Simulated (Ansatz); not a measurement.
Base system: Ti in the hcp (Mg type) structure (space group P6_3/mmc, No. 194; a = 2.8644 Å, c = 4.5373 Å; relaxed with 0.1 eV smearing). Axes: x lies along a and z along c of the hexagonal cell.

The values are results of plane-wave PAW DFT at the LDA level (Ansatz, a first-principles code, 420 eV), without spin-orbit coupling, not measurements.

Strains are applied to the cell and any free atomic positions relax.

One change was made to it. Results:

```tsv
quantity	base	after
energy relative to the base (free energy F)	0 meV/atom	+4.0 meV/atom
shortest interatomic distance	2.807 Å	2.844 Å
```

What was done to the base?
A) uniaxial strain ε_zz = +2.00 %
B) uniaxial strain ε_zz = +0.50 %
C) uniaxial strain ε_zz = +3.00 %

A, uniaxial strain ε_zz = +2.00 %. For comparison, the energy relative to the base in the other runs: uniaxial strain ε_zz = +0.50 % gives +0.3 meV/atom; uniaxial strain ε_zz = +3.00 % gives +8.7 meV/atom.

Stability against distortions was not tested. The final runs are not spin-polarised.
